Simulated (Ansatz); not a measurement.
The starting structures come from a database of crystals and need not be the phases stable at ambient conditions.

Tunnelling through a barrier is set by its complex band structure: the current falls as exp(−2κd) with the smallest κ.

Data:

```
CELL_PARAMETERS angstrom
      5.28485     0.00000     0.00000
     -2.64242     5.08043     0.00000
      2.64242     1.37437     4.36559
ATOMIC_POSITIONS crystal
  Li 0.27562 0.91343 0.36219
  Li 0.72438 0.08657 0.63781
  Nb 0.71121 0.56681 0.14440
  Nb 0.28879 0.43319 0.85560
  O  0.22175 0.26759 0.21609
  O  0.77825 0.73241 0.78391
  O  0.48368 0.26759 0.56216
  O  0.51632 0.73241 0.43784
  O  0.82975 0.26759 0.95416
  O  0.17025 0.73241 0.04584
```

Space group of this cell: R-3. The cell is taken as given; by r2SCAN its mean pressure is -8.8 GPa.

Transport runs along the normal of the first two printed cell vectors, the (101) plane of the conventional cell.

The gap is the functional's own. No spin-orbit coupling. Mid-gap values are interpolated on the energy grid.

**Question.** Compute, with r2SCAN in Ansatz (a first-principles code), the band gap and the smallest decay constant κ at mid-gap.

**Answer.** Gap 4.22 eV on a 8×8×8 mesh; κ = 0.494 1/Å, at (0.000, 0.167) of the in-plane reciprocal vectors. At the zone centre, at the nearest computed energy, the slowest state has κ = 0.50 1/Å.
